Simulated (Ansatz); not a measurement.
CsCl-type PdIn: PBE at its full settings (plane-wave cutoff 520 eV, 18×18×18 k mesh, Fermi–Dirac smearing 0.05 eV, scalar-relativistic PAW data made under PBE) and at cheaper ones, in a cell of 2 atoms with Γ-centred meshes.

```tsv
level and setting	lattice constant a (Å)	bulk modulus (GPa)
PBE (Ansatz)	3.306	109
PBE (Γ point alone) (Ansatz)	3.366	104
PBE (2×2×2 k mesh) (Ansatz)	3.269	142
PBE (4×4×4 k mesh) (Ansatz)	3.305	?
PBE (6×6×6 k mesh) (Ansatz)	3.307	113
PBE (Fermi-Dirac smearing of 0.3 eV) (Ansatz)	3.311	109
```

**Question.** What belongs in the gaps?

**Answer.** 
- PBE (4×4×4 k mesh) (Ansatz, an electronic-structure program), bulk modulus (GPa): 117

Largest shifts from the full settings: lattice constant a +1.81 % (PBE (Γ point alone)); bulk modulus +30 % (PBE (2×2×2 k mesh)).

Ansatz's density-functional and Hartree–Fock values are scalar-relativistic unless marked +SOC, with PAW data made under PBE.

Run with cheap settings on purpose, which may leave them unconverged: PBE (2×2×2 k mesh), PBE (4×4×4 k mesh), PBE (6×6×6 k mesh), PBE (Fermi-Dirac smearing of 0.3 eV), PBE (Γ point alone).
